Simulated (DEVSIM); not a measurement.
# abrupt Si p-n junction

Device: abrupt Si p-n junction, at 300 K.

```csv
layer (left to right),material,thickness (μm),Nd (cm⁻³),Na (cm⁻³),τn (s),τp (s)
1,Si,0.280,-,1.2e15,4.8e-6,1.6e-6
2,Si,170,3.3e15,-,1.6e-6,1.6e-6
```

Left contact: ohmic. Right contact: ohmic. Voltage is applied to the left contact. Recombination: SRH at mid-gap, Auger. Mobility is constant in doping.

The device is made up for the run: typed textbook-type constants, with dimensions and the other settings drawn at random. Values at 300 K.

```csv
parameter,Si
gap (eV),1.124
affinity (eV),4.05
permittivity,11.7
Nc (cm⁻³),2.86e19
Nv (cm⁻³),3.1e19
μn (cm²/Vs),1417
μp (cm²/Vs),470
Cn (cm⁶/s),2.8e-31
Cp (cm⁶/s),9.9e-32
```

Model (solved in DEVSIM): 1D drift-diffusion, Boltzmann statistics, complete ionisation; no tunnelling, impact ionisation, image-force lowering or self-heating.

```yaml
potential_step_across_the_device_at_zero_bias: 0.627 V
largest_field_in_the_device_at_zero_bias: 16000 V/cm
Dark forward voltage at 1 A/cm²: 0.446 V
```

Small-signal capacitance in reverse bias (quasi-static):

| V (V) | C (nF/cm²) |
|---|---|
| -0.04 | 17.4 |
| -0.1 | 16.8 |
| -0.2 | 16.0 |
| -0.3 | 15.3 |
| -0.4 | 14.7 |
| -0.6 | 13.6 |
| -0.8 | 12.8 |
| -1 | 12.1 |
| -1.3 | 11.2 |
| -1.6 | 10.5 |
| -2 | 9.76 |

Dark forward current:

(V (V), J (A/cm²)): (0.05, 1.3e-6); (0.10, 9.6e-6); (0.15, 6.2e-5); (0.20, 0.00038); (0.30, 0.014); (0.35, 0.077); (0.40, 0.35); (0.45, 1.1); (0.50, 2.3); (0.55, 3.8); (0.60, 5.5); (0.70, 9.2); (0.75, 11); (0.80, 13); (0.85, 15); (0.90, 17); (0.95, 19); (1.05, 23); (1.10, 26); (1.15, 28); (1.20, 30); (1.25, 32); (1.30, 34); (1.35, 36); (1.45, 41); (1.50, 43); (1.55, 45); (1.60, 47)
